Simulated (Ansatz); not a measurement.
Sr2TaNO3 (Immm, No. 71, 7 atoms in the cell; start mp-1218704): band gap by level of theory

No measured value is used here.

```tsv
level (code)	value (eV)
LDA (Ansatz)	0.54
PBEsol+SOC (Ansatz)	0.57 (direct)
r²SCAN+SOC (Ansatz)	1.02 (direct)
HSE06+SOC (Ansatz)	1.79 (direct)
PBE0 (Ansatz)	2.50
```

Computed values are for a static lattice. Levels without +SOC have no spin–orbit coupling; where heavier elements are present it shifts gaps, mostly down, and can invert bands.  Values are at the PBEsol cell. Cutoffs and k meshes differ between the levels. Ansatz's density-functional and Hartree–Fock values are scalar-relativistic unless marked +SOC, with PAW data made under PBE.

A start named mp-… is a Materials Project structure, which need not be a measured phase.

Ansatz is an electronic-structure program.
